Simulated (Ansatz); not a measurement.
Terminations of the (111) surface of fcc Ag, measured from the surface 'clean 1x1'. Atoms come from or go to: Ag: fcc Ag, Au: fcc Au, Co: hcp Co, ferromagnetic, Mg: hcp Mg, Mn: fcc-type Mn, layered antiferromagnet, Pb: fcc Pb, Pd: fcc Pd, Ru: hcp Ru, Si: silicon, Ta: bcc Ta, Ti: hcp Ti, Zn: hcp Zn. ΔE is the energy of forming the row's surface from that one (negative: more stable at these reservoirs); the vacuum level's shift is aligned on the shared bottom. No zero-point or thermal terms. These are constructed structures in small cells; real faces may alloy, dewet or reconstruct in larger ones, and not all known structures of the face are among them. Slabs of about 12 Å, Fermi-Dirac smearing of 0.1 eV. Bottom of the slabs: a bare face, its two planes held. Relaxed from the named starts with such symmetry as they have, on meshes of like density; energies extrapolated to zero smearing; spin only where a row says so; no spin-orbit coupling, no U. Brackets mark spin-polarised runs, whose order is one that fits the cell. A dash marks a value that is undefined for that row (no clear gap, or no work function of a gapped slab) or was not read reliably on its mesh.

Method: PBE (plane waves to 420 eV, PAW; Ansatz, a program for electronic structure).

```tsv
surface	atoms added per 1x1	ΔE per 1x1 (eV)	shift of the vacuum level (eV)	work function (eV)
a pseudomorphic layer of Pd in the host's stacking	+1 Pd	…	0.76	5.17
a pseudomorphic layer of Mg in the host's stacking	+1 Mg	…	-0.44	3.96
(√3x√3)R30° layer of Pb, one a cell, on the site that continues the host's stacking	+0.333 Pb	0.06	-0.63	3.79
a pseudomorphic layer of Co in the host's stacking [spin, 1.8 μB a cell]	+1 Co	…	0.32	4.74
a layer of Ru in place of the third plane	-1 Ag, +1 Ru	1.37	-0.11	4.25
a pseudomorphic layer of Ta in the host's stacking	+1 Ta	…	0.74	5.16
a pseudomorphic layer of Mn in the host's stacking [spin, 4.1 μB a cell]	+1 Mn	1.02	-0.37	4.05
a pseudomorphic layer of Au in the other hollow	+1 Au	-0.13	0.54	4.94
a layer of Si in place of the second plane	-1 Ag, +1 Si	0.64	0.32	4.73
a layer of Ta in place of the third plane	-1 Ag, +1 Ta	0.60	-0.19	4.21
a pseudomorphic layer of Ti in the host's stacking	+1 Ti	0.81	-0.16	4.25
a pseudomorphic layer of Zn in the host's stacking	+1 Zn	0.02	-0.06	4.36
```

### Question
Complete the blanks.

### Answer

- a pseudomorphic layer of Pd in the host's stacking, ΔE per 1x1 (eV): 0.19
- a pseudomorphic layer of Mg in the host's stacking, ΔE per 1x1 (eV): -0.10
- a pseudomorphic layer of Co in the host's stacking [spin, 1.8 μB a cell], ΔE per 1x1 (eV): 1.54
- a pseudomorphic layer of Ta in the host's stacking, ΔE per 1x1 (eV): 1.34
